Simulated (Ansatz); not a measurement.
Worked example: self-consistent single point of SrSi (Cm, 4 atoms in the cell) in Ansatz (a quantum-chemistry and plane-wave program).

Method of the run: PBEsol, harder PAW files (source: ansatz) made with PBE (plane waves; Ansatz).

The change in words: lattice scaled by 0.98; basis.ecutwfc: 30.9 Ry → 50.7 Ry; hamiltonian.pseudopotentials: {kind: paw} (the program's default PAW files) → {kind: paw, source: ansatz}. Reference geometry:
```xyz
4
Lattice="2.4216 -5.6765 0.0000 2.4216 5.6765 0.0000 0.0000 0.0000 4.0680" Properties=species:S:1:pos:R:3 pbc="T T T"
Sr     2.4216     1.5748     1.0670
Sr     2.4216    -1.5748     3.0510
Si     2.4216     4.9532     1.0170
Si     2.4216    -4.9532     3.0510
```

Reference input (self-consistent single point, DFT, PBEsol, plane waves, default PAW files made with PBE): basis.ecutwfc = 30.9 Ry; kpoints.mp_grid.grid = 5 5 5; hamiltonian.xc = pbesol; hamiltonian.pseudopotentials = {kind: paw} (the program's default PAW files); scf.occupations.method = fermi_dirac; scf.occupations.width = 0.0073 Ry. This run's input differs from it in these lines:

Ansatz 0.2 input:
```diff
@@ -3,5 +3,5 @@
   lattice:
-    - [2.42163800, -5.67649900, 0.00000000]
-    - [2.42163800, 5.67649900, 0.00000000]
-    - [0.00000000, 0.00000000, 4.06798700]
+    - [2.37320500, -5.56296900, 0.00000000]
+    - [2.37320500, 5.56296900, 0.00000000]
+    - [0.00000000, 0.00000000, 3.98662700]
   atoms:
@@ -12,3 +12,3 @@
 basis:
-  ecutwfc: 30.9 Ry
+  ecutwfc: 50.7 Ry
 kpoints:
@@ -20,2 +20,3 @@
     kind: paw
+    source: ansatz
 scf:
```

Output (repeated stretches shortened):

```
SCF iter   1: F=—  HF=-8230.554213 eV  |F-HF|=—  |Δ(HF+E_count)|=         —  Δρ=2.05e-2  dr2=5.86e-1  ethr=3.10e-3  ⟨swp⟩=7.7  Hψ=4370  notcnv=0
all-band conjugate gradients solve this SCF's bands
preconditioner: auto → Kerker (q_TF=auto, 2.188 Å⁻¹)
SCF iter   2: F=—  HF=-8230.476053 eV  |F-HF|=—  |Δ(HF+E_count)|=   7.82e-2  Δρ=1.33e-2  dr2=2.86e-1  ethr=2.09e-3  ⟨swp⟩=1.0  Hψ=1014  notcnv=0
   [... lines left out ...]
SCF iter   5: F=—  HF=-8230.411333 eV  |F-HF|=—  |Δ(HF+E_count)|=   3.11e-5  Δρ=1.36e-4  dr2=4.49e-5  ethr=1.96e-6  ⟨swp⟩=2.7  Hψ=1224  notcnv=0
SCF iter   6: F=—  HF=-8230.411373 eV  |F-HF|=—  |Δ(HF+E_count)|=   3.99e-5  Δρ=3.26e-5  dr2=2.69e-6  ethr=1.60e-7  ⟨swp⟩=2.9  Hψ=1226  notcnv=0
SCF iter   7: F=—  HF=-8230.411373 eV  |F-HF|=—  |Δ(HF+E_count)|=   2.46e-7  Δρ=7.21e-6  dr2=1.04e-7  ethr=9.60e-9  ⟨swp⟩=2.4  Hψ=1017  notcnv=0
SCF iter   8: F=-8230.411373 eV  HF=-8230.411373 eV  |F-HF|=5.75e-10  |Δ(HF+E_count)|=   1.62e-9  Δρ=1.52e-6  dr2=3.39e-9  ethr=3.57e-10  ⟨swp⟩=7.3  Hψ=3654  notcnv=0
SCF 1 converged in 8 iterations: F = -8230.411373 eV  dr2 = 3.39e-9
Free energy (F): -8230.411373 eV
Internal energy: -8230.365868 eV  (E = F + TS)
E sigma→0 (E₀):  -8230.388620 eV
Entropy (-TS):   -0.045504 eV (-11.376 meV/atom)
Fermi energy:    8.178539 eV
--- Forces (eV/Å), atoms counted from 1 ---
  atom   1  Sr    -0.00000000     0.11820304    -0.17058699
  atom   2  Sr     0.00000000    -0.11513471     0.04389910
  atom   3  Si     0.00000000    -0.07779354     0.01442514
  atom   4  Si    -0.00000000     0.07472543     0.11226309
--- Stress (GPa, compression-positive) ---
        0.190639       0.000000      -0.000000
        0.000000       1.447321      -0.195673
       -0.000000      -0.195673       1.085079
  P = ⅓ Tr σ = 0.9077 GPa (9.077 kbar)
  The stress holds the Pulay correction. Without it, at fixed plane waves, as pw.x and ABINIT print it: P = 0.9060 GPa
```

The run converged in 8 iterations. Against the reference run the pressure goes from -1.93 to 0.91 GPa and the largest force goes from 0.150 to 0.208 eV/Å.

The starting cell comes from a database of computed structures (which also holds hypothetical and non-ambient phases and stackings), without a prior relaxation at this level. Its lattice was rescaled by up to half a per cent. One atom was moved a little off its site on purpose. For this run, on top of that: lattice scaled by 0.98. Ansatz's pressure includes its estimate of the finite-basis (Pulay) stress.
